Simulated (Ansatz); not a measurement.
For SiTe (model structure, started from the SnO type, P4/nmm, No. 129, 4 atoms in the cell), PBE (Ansatz, a first-principles code, PAW) gives:

| Quantity | Result |
|---|---|
| lattice parameter a | 5.079 Å |
| lattice parameter c | 4.266 Å |
| cohesive energy | 3.00 eV/atom |

### Question
What does PBE-D3(BJ) in Ansatz (PAW) give for the same quantities?

### Answer

- lattice constant a: 5.027 Å (falls by 1.0 %)
- lattice parameter c: 4.012 Å (decreases by 6.0 %)
- cohesive energy: 3.43 eV/atom (goes up by 0.43 eV/atom)

Changes are worked out from the printed values.

Unless a cell is named, each level is at its own relaxed cell (PBE 27.51, PBE-D3(BJ) 25.34 Å³/atom).

Levels without +SOC leave out spin–orbit coupling, which shifts energies and cells of such heavy elements.

Caveats: a distance lies near a switch of the dispersion term, which can move the cell (PBE-D3(BJ)). Ansatz's density-functional and Hartree–Fock values are scalar-relativistic unless marked +SOC, with PAW data made under PBE.

A model structure was made by putting elements into a prototype or built by hand; it is no filed structure, need not be a known phase, and can be a saddle point held by its symmetry.
